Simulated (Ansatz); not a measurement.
Cubic perovskite CsPbBr3 (cubic high-temperature phase) was calculated with PBE0 (plane waves, PAW; Ansatz, a program for electronic structure).

Input file:

Ansatz 0.2 input:
```yaml
crystal:
  lattice:
    - [5.8690107496, 0.0, 0.0]
    - [0.0, 5.8690107496, 0.0]
    - [0.0, 0.0, 5.8690107496]
  atoms:
    - { symbol: Cs, position: [0.0, 0.0, 0.0] }
    - { symbol: Pb, position: [0.5, 0.5, 0.5] }
    - { symbol: Br, position: [0.5, 0.0, 0.5] }
    - { symbol: Br, position: [0.0, 0.5, 0.5] }
    - { symbol: Br, position: [0.5, 0.5, 0.0] }
basis:
  ecutwfc: 460
  ecutrho_ratio: 4
  xc_grid: 2
kpoints:
  mp_grid: { grid: [4, 4, 4] }
hamiltonian:
  xc: pbe0
  dispersion: none
  pseudopotentials: { kind: paw }
scf:
  occupations: { method: fermi_dirac, width: 0.01 }
  convergence: { dr2_threshold: 0.0000000005 }
output:
  forces: true
  stress: true
  eigenvalues: true
```

How many irreducible k-points, plane waves at Γ does the program set up, and what pressure does the run end with?

10 irreducible k-points, 4553 plane waves at Γ; P = 1.15 GPa, so the cell is compressed on average and its volume would grow at this level.

Output (set-up and result lines):

```
WARN output.stress: scf.exx.energy_threshold = 1e-6 eV is looser than the 5e-8 eV advised for a stress under a hybrid functional (1e-8 eV for each atom of the …
Crystal: 5 atoms, lattice volume = 202.160 Å³
Basis set: ecut = 460 eV, 4553 PW (Γ), exchange–correlation on 90×90×90 points (8 copies of the dense FFT grid, shifted against one another)
Bands: 27, of which v1, the nominal top of the filled ones, is band 22 counted from 1 (21 counted from 0)
Symmetry: 48 space group operations
Space group: Pm-3m (ITA 221), of the structure as read, at distance tolerance 5.9e-5 Å
k-points: 10 of 64
Functional: x = pbe(κ = 0.804, μ = 0.2195149727645171), c = pbe(β = 0.06672455060314922), warm-up for x = 0.75 pbe(κ = 0.804, μ = 0.2195149727645171) + 0.25 exact, c = pbe(β = 0.06672455060314922)
SCF iter   1: F=—  HF=-25933.171099 eV  |F-HF|=—  |Δ(HF+E_count)|=         —  Δρ=8.00e-4  dr2=1.21e-3
SCF iter   2: F=—  HF=-25933.173438 eV  |F-HF|=—  |Δ(HF+E_count)|=   2.34e-3  Δρ=2.97e-4  dr2=1.16e-4
  ...
Crystal: 5 atoms, lattice volume = 202.160 Å³
Initial density: handed on by an earlier stage of this run
Functional: x = 0.75 pbe(κ = 0.804, μ = 0.2195149727645171) + 0.25 exact, c = pbe(β = 0.06672455060314922)
Crystal: 5 atoms, lattice volume = 202.160 Å³
SCF iter   5: F=—  HF=-25943.291044 eV  |F-HF|=—  |Δ(HF+E_count)|=   9.74e-9  Δρ=7.42e-7  dr2=1.58e-9
SCF iter   6: F=-25943.291044 eV  HF=-25943.291044 eV  |F-HF|=1.09e-11  |Δ(HF+E_count)|=  4.66e-10  Δρ=1.63e-7  dr2=6.26e-11
SCF 3 converged in 6 iterations: F = -25943.291044 eV  dr2 = 6.26e-11
Free energy (F): -25943.291044 eV
Internal energy: -25943.291044 eV  (E = F + TS)
E sigma→0 (E₀):  -25943.291044 eV
Fermi energy:    4.527427 eV
--- Forces (eV/Å), atoms counted from 1 ---
  atom   1  Cs    -0.00000000     0.00000000    -0.00000000
  atom   2  Pb     0.00000000     0.00000000     0.00000000
  atom   3  Br     0.00000000     0.00000000     0.00000000
  atom   4  Br     0.00000000     0.00000000    -0.00000000
  atom   5  Br     0.00000000    -0.00000000     0.00000000
--- Stress (GPa, compression-positive) ---
        1.152008       0.000000      -0.000000
        0.000000       1.152008       0.000000
       -0.000000       0.000000       1.152008
  P = ⅓ Tr σ = 1.1520 GPa (11.520 kbar)
```

The cell is one volume of an energy–volume scan, off the minimum.

The PAW data were made under PBE.

Note: held by symmetry at 0 K, a high-temperature phase can be a saddle point.

Cost on a shared machine: about 3 core-minutes (a rough figure).
